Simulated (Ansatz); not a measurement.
Data:

```yaml
crystal:
  lattice:
    - [2.38689, 1.37807, 4.43583]
    - [-2.38689, 1.37807, 4.43583]
    - [0.00000, -2.75614, 4.43583]
  atoms:
    - { symbol: Al, position: [0.64856, 0.64856, 0.64856] }
    - { symbol: Al, position: [0.14856, 0.14856, 0.14856] }
    - { symbol: Al, position: [0.35144, 0.35144, 0.35144] }
    - { symbol: Al, position: [0.85144, 0.85144, 0.85144] }
    - { symbol: O, position: [0.75000, 0.44375, 0.05625] }
    - { symbol: O, position: [0.05625, 0.75000, 0.44375] }
    - { symbol: O, position: [0.25000, 0.55625, 0.94375] }
    - { symbol: O, position: [0.55625, 0.94375, 0.25000] }
    - { symbol: O, position: [0.94375, 0.25000, 0.55625] }
    - { symbol: O, position: [0.44375, 0.05625, 0.75000] }
```

No spin polarisation.

Method: PBEsol/PAW in Ansatz (an electronic-structure program), no spin-orbit coupling. Settings: 8×8×8 k-points, 0.05 eV Fermi–Dirac smearing.

Task: Predict the gap character.

Result: Direct at Γ.

Task: What is the computed band gap?

Result: 5.74 eV.

Task: Estimate the electron mass.

Result: 0.37 mₑ (at Γ).

The cells carry an imposed strain or load. Masses are band curvatures over ±0.01 Å⁻¹ around the edge. Whether these cells are dynamically stable was not tested. The cell was made from Al₂O₃ in the corundum structure (space group R-3c, No. 167) by this change: uniaxial strain ε_zz = +2.25 %.
